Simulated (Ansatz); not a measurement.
## SiO2, pressure series

Start from SiO2 in the rutile structure (space group P4_2/mnm, No. 136; a = 4.185 Å, c = 2.669 Å).

Cell and atoms are relaxed at each pressure.

Levels (all Ansatz, a quantum-chemistry and plane-wave program, PAW): r2SCAN (500 eV, scalar-relativistic without spin-orbit coupling); HSE06 (420 eV, spin-orbit coupling left out).

Band gaps by level, all at the geometries relaxed with r2SCAN:

```tsv
case	r2SCAN	HSE06
base	6.51 eV	7.66 eV
pressure 0.9 GPa	6.56 eV	7.71 eV
pressure 2.1 GPa	6.62 eV	7.77 eV
pressure 4.5 GPa	6.75 eV	7.90 eV
pressure 9 GPa	6.97 eV	8.13 eV
pressure 15 GPa	7.26 eV	8.42 eV
pressure 22.5 GPa	7.60 eV	8.77 eV
pressure 30 GPa	7.83 eV	8.87 eV
```

Single points use the geometry relaxed with r2SCAN. Load acts through the strain it causes; cell and atoms are relaxed under it. Whether these cells are dynamically stable was not tested. Competing high-pressure phases were not computed.
